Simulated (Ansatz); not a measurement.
System: cubic perovskite CsSnI3 (cubic high-temperature phase). Method: HSE06 (plane waves, PAW; Ansatz, a program for electronic structure).

Numerical settings: plane-wave cutoff 460 eV, 4×4×4 k mesh, Fermi–Dirac smearing 0.01 eV, scalar-relativistic PAW data made under PBE.

Cell (relaxed at this level):

CsSnI3 is modelled in the cubic space group Pm-3m (No. 221), the cubic perovskite structure, Pearson symbol cP5. Cell: a = b = c = 6.260 Å, α = β = γ = 90.00°. Cs on 1a is surrounded by 12 I at 4.427 Å (cuboctahedral). Sn on 1b is coordinated by 6 I at 3.130 Å (octahedral). I on 3c is coordinated by 2 Sn at 3.130 Å and 4 Cs at 4.427 Å (octahedral). (Neighbours: up to the widest gap in distance over summed covalent radii, below 1.35, at either atom; cation-cation and far metal-metal contacts left out.)

**Question.** What does this level give for the bulk modulus, band gap, Γ–Γ gap and pressure derivative B′ of the bulk modulus?

**Answer.** 
- bulk modulus: 16.6 GPa
- band gap: 0.77 eV (on the SCF k mesh)
- Γ–Γ gap: 5.29 eV
- pressure derivative B′ of the bulk modulus: 4.6

Note: the relaxation could not lower the start's symmetry, so the cell can be a saddle point above a distorted one.

Spin–orbit coupling is not included; with these elements it can move the gap by several tenths of an eV or more.

Computed values are for the static lattice.
